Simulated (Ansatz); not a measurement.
The parent structure is Cu (space group P6_3/mmc, No. 194; a = 2.515 Å, c = 8.263 Å; a cell from a computed database, its experimental status unchecked).

Method: Ansatz (a quantum-chemistry and plane-wave program) PBEsol, no spin-orbit coupling.

Base values:

| Property | Value |
|---|---|
| c/a ratio | 3.285 |
| Volume per atom | 11.32 Å³ |

Now apply this change: As takes the place of Cu on all its sites; the structure is relaxed again.

What happens to the c/a ratio and volume per atom?

The c/a ratio increases by 0.0625, from 3.285 to 3.348; the volume per atom grows by 7.076 Å³ to 18.39 Å³.

No phonon test of stability was made. As relaxed here, As is a hypothetical phase, not in the database extracts checked. All final runs are without spin polarisation. This is not the structure that Cu has at room temperature and ambient pressure.
